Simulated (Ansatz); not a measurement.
## Effective masses and thermopower of ZnS under load (space group I-4m2)

Consider the following.

```yaml
crystal:
  lattice:
    - [0.00000, 2.65056, 2.71140]
    - [2.65056, 0.00000, 2.71140]
    - [2.65056, 2.65056, 0.00000]
  atoms:
    - { symbol: Zn, position: [0.00000, 0.00000, 0.00000] }
    - { symbol: S, position: [0.25000, 0.25000, 0.25000] }
```

Method: r2SCAN with spin-orbit coupling, rigid bands (plane waves, PAW; Ansatz, a quantum-chemistry and plane-wave program). Condition of this run: biaxial stress in (001) of 1 GPa (compression positive) (the target of the relaxation). How the cell was made: cell and atoms relaxed with PBEsol, then loaded as said.

```
Quantity                                                                                                                                                           Value
---------------------------------------------------------------------------------------------------------------------------------------  -------------------------------
band gap                                                                                                                                                         2.78 eV
electron conductivity mass (300 K, dilute)                                                                                                                       0.21 mₑ
hole conductivity mass (300 K, dilute)                                                                                                   0.72 (x), 0.72 (y), 0.83 (z) mₑ
effective density of states N_c (300 K)                                                                                                                      2.4e18 cm⁻³
effective density of states N_v (300 K)                                                                                                                      2.8e19 cm⁻³
density-of-states mass, electrons                                                                                                                                0.21 mₑ
density-of-states mass, holes                                                                                                                                    1.08 mₑ
Seebeck coefficient, n-type 1e19 cm⁻³, 300 K                                                                                                                   -118 μV/K
Seebeck coefficient, p-type 1e19 cm⁻³, 300 K                                                                                                                    354 μV/K
best p-type power factor at 300 K for τ = 10 fs (best axis; densities from 1e16 to 1e21 cm⁻³ tried, whether or not they can be reached)     15.7 μW/(cm·K²) at 3e20 cm⁻³
```

Rigid bands; masses and Seebeck coefficients take one relaxation time τ for all states and one kind of carrier; polarons and phonon drag are left out. Geometry: cell and atoms relaxed with PBEsol.
